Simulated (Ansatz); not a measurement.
NaCaF3 (model structure, started from the cubic perovskite type, Pm-3m, No. 221, 5 atoms in the cell) was calculated with r²SCAN (Ansatz, a quantum-chemistry and plane-wave program, plane waves, PAW).

Run with plane-wave cutoff 560 eV, 8×8×8 k mesh, Fermi–Dirac smearing 0.01 eV, scalar-relativistic PAW data made under PBE.

The cell is the one relaxed with PBEsol. Conventional cell: a = 4.3718 Å, b = 4.3718 Å, c = 4.3718 Å, α = 90.00°, β = 90.00°, γ = 90.00°.

```xyz
5
Lattice="4.3718 0.0000 0.0000 0.0000 4.3718 0.0000 0.0000 0.0000 4.3718" Properties=species:S:1:pos:R:3 pbc="T T T"
Na     0.0000     0.0000     0.0000
Ca     2.1859     2.1859     2.1859
F      0.0000     2.1859     2.1859
F      2.1859     2.1859     0.0000
F      2.1859     0.0000     2.1859
```

Question: List the 19 lowest band energies at Γ above −25 eV (eV, relative to the valence band maximum), grouping those that round alike.

Answer: At Γ: -21.69 (×3), -20.41, -20.31 (×2), -16.56 (×3), -0.93 (×3), -0.42 (×3), -0.14 (×3), 5.95.

Note: the relaxation could raise the start's symmetry but not lower it, so the cell can be a saddle point; cell and atoms aren't relaxed at this level (pressure 0.4 GPa).

A model structure was made by putting elements into a prototype or built by hand; it is no filed structure, need not be a known phase, and can be a saddle point held by its symmetry.
